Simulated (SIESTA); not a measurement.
Worked example: self-consistent single point of NiP₄ (C2/c, 20 atoms in the cell) in SIESTA.

Computed with GGA PBEsol, numerical atomic orbitals TZP, PseudoDojo PBEsol standard norm-conserving potentials (rewritten from UPF to PSML) in SIESTA 5.4.2.

```
NiP4
1.0
    2.66225    -5.42238     0.00000
    2.66225     5.42238     0.00000
   -0.66282     0.00000    11.56953
Ni P
4 16
Direct
  0.00000   0.50000   0.00000
  0.50000   0.00000   0.50000
  0.08092   0.91908   0.25000
  0.91908   0.08092   0.75000
  0.07288   0.54776   0.78933
  0.92712   0.45224   0.21067
  0.45224   0.92712   0.71067
  0.54776   0.07288   0.28933
  0.23853   0.37483   0.28520
  0.76147   0.62517   0.71480
  0.62517   0.76147   0.21480
  0.37483   0.23853   0.78520
  0.33806   0.53388   0.47668
  0.66194   0.46612   0.52332
  0.46612   0.66194   0.02332
  0.53388   0.33806   0.97668
  0.05021   0.86059   0.45232
  0.94979   0.13941   0.54768
  0.13941   0.94979   0.04768
  0.86059   0.05021   0.95232
```

Reference input (self-consistent single point, DFT, GGA PBEsol, numerical atomic orbitals TZP, PseudoDojo PBEsol standard norm-conserving potentials (rewritten from UPF to PSML)): XC.functional = GGA; XC.authors = PBEsol; potentials = PseudoDojo PBEsol standard; PAO.BasisSize = TZP; PAO.EnergyShift = 0.005 Ry; MeshCutoff = 300 Ry; kgrid.MonkhorstPack = 7 7 3; OccupationFunction = MP; OccupationMPOrder = 0; ElectronicTemperature = 0.2 eV; MaxSCFIterations = 150; SCF.Mixer.Method = Pulay. This run's input differs from it in these lines:

```diff
@@ -46,4 +46,4 @@
 %block kgrid.MonkhorstPack
-    7   0   0  0.0
-    0   7   0  0.0
+    6   0   0  0.0
+    0   6   0  0.0
     0   0   3  0.0
```

Output, abridged:

```
        iscf     Eharris(eV)        E_KS(eV)     FreeEng(eV)     dDmax    Ef(eV) dHmax(eV)
   scf:    1   -21035.645671   -21192.718562   -21193.013295  1.781231 -3.157660 31.047376
   scf:    2   -20952.541426   -21192.444974   -21192.560351  0.598873 -4.749477 31.672712
   scf:    3   -21287.289779   -21253.072966   -21253.220558  0.334805 -4.241730 10.247637
   scf:    4   -21254.703589   -21259.451297   -21259.637320  0.092316 -3.915976  5.397605
   scf:    5   -21251.235370   -21256.284816   -21256.496363  0.063116 -3.799235  8.047044
   scf:    6   -21236.198654   -21254.935370   -21255.087427  0.123414 -4.241094  9.185374
   [... lines left out ...]
   scf:    9   -21260.144265   -21260.426703   -21260.610943  0.014407 -3.988945  0.995993
   scf:   10   -21260.488521   -21260.490074   -21260.670533  0.006737 -4.014404  0.116194
   scf:   11   -21260.485966   -21260.489254   -21260.670366  0.001720 -4.009856  0.125235
   scf:   12   -21260.490737   -21260.490113   -21260.671009  0.000544 -4.011338  0.055851
   scf:   13   -21260.490537   -21260.490358   -21260.671138  0.000325 -4.012114  0.015237
   scf:   14   -21260.490480   -21260.490426   -21260.671150  0.000166 -4.012507  0.003356
   scf:   15   -21260.490407   -21260.490417   -21260.671150  0.000025 -4.012444  0.000847
SCF Convergence by DM+H criterion
max |DM_out - DM_in|         :     0.0000246640
max |H_out - H_in|      (eV) :     0.0008466036
SCF cycle converged after 15 iterations

Using DM_out to compute the final energy and forces

siesta: E_KS(eV) =           -21260.4904

siesta: E_KS - E_eggbox =    -21260.4904

siesta: Atomic forces (eV/Ang):
     1    0.000002    0.000001   -0.000005
     2   -0.000002    0.000001    0.000005
     3    0.000003    0.171039   -0.000006
   [... 17 lines left out ...]
   Tot   -0.000000   -0.000000   -0.000000
   Max    0.525316
   Res    0.249226    sqrt( Sum f_i^2 / 3N )
   Max    0.525316    constrained

Stress tensor Voigt[x,y,z,yz,xz,xy] (kbar):       98.55      102.24       94.79       -0.00       -2.64       -0.00
(Free)E + p*V (eV/cell)   -21281.2124
Target enthalpy (eV/cell)   -21260.6712

   [... lines left out ...]
siesta: FreeEng =    -21260.671150
   [... lines left out ...]
siesta:     0.061510   -0.000000   -0.001648
siesta:    -0.000000    0.063813   -0.000000
siesta:    -0.001649   -0.000000    0.059163

siesta: Cell volume =        334.029533 Ang**3

siesta: Pressure (static):
siesta:                Solid            Molecule  Units
siesta:          -0.00066977         -0.00085131  Ry/Bohr**3
siesta:          -0.06149541         -0.07816406  eV/Ang**3
siesta:         -98.52651243       -125.23262923  kBar
```

The run converged in 15 iterations. Against the reference run the free energy stays essentially unchanged (within 1 meV/atom), the pressure hardly changes (-9.84 to -9.85 GPa) and the largest force goes from 0.558 to 0.545 eV/Å.

The starting cell comes from a database of computed structures (which also holds hypothetical and non-ambient phases and stackings), without a prior relaxation at this level. Its lattice was rescaled by a random factor within 2.5 % of one. Spin polarisation is off, so a magnetic state, if there is one, cannot be reached. Values carry the incompleteness of an atom-centred basis.

Cost on one core of a shared machine: roughly 10 min.
